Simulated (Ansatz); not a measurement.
Response to strain in KTaO3

Consider KTaO$_{3}$ in the cubic perovskite structure (space group Pm-3m, No. 221; a = 3.990 Å). Axes: x, y, z lie along the cube axes.

Strains are applied to the cell and any free atomic positions relax; under biaxial strain the out-of-plane vector relaxes too.

Level of theory: r2SCAN/PAW in Ansatz (a program for electronic structure), without spin-orbit coupling.

Notes on the quantities. pressure: mean of the normal stresses, compression positive.

| change | volume per atom | gap character | pressure |
|---|---|---|---|
| base | 12.71 Å³ | indirect, R → Γ | 0.1 kbar |
| biaxial strain −1.16 %, plane normal [001], relaxed out of plane | 12.47 Å³ | indirect, A → Γ | 42.6 kbar |
| biaxial strain +3.15 %, plane normal [001], relaxed out of plane | 13.38 Å³ | indirect, A → Γ | -90.3 kbar |
| biaxial strain −4.49 %, plane normal [111], relaxed out of plane | 12.04 Å³ | indirect, T → Γ | 126.1 kbar |
| isotropic strain −1.22 % | 12.25 Å³ | indirect, R → Γ | 83.6 kbar |
| isotropic strain +1.29 % | 13.20 Å³ | indirect, R → Γ | -73.8 kbar |
| isotropic strain +5.40 % | 14.88 Å³ | indirect, R → Γ | (withheld) |
| uniaxial strain ε_zz = +5.92 % | 13.46 Å³ | indirect, A → Γ | -95.1 kbar |
| tensor shear ε_xz = −3.10 % | 12.69 Å³ | indirect, T → Γ | 1.7 kbar |

**Question.** Complete the table.

**Answer.** 
- isotropic strain +5.40 %, pressure: -232.1 kbar

With Ta present, leaving out spin-orbit coupling can change the band edges. Stability against distortions was not tested. Labels are those of the standard path for the cell's own space group.
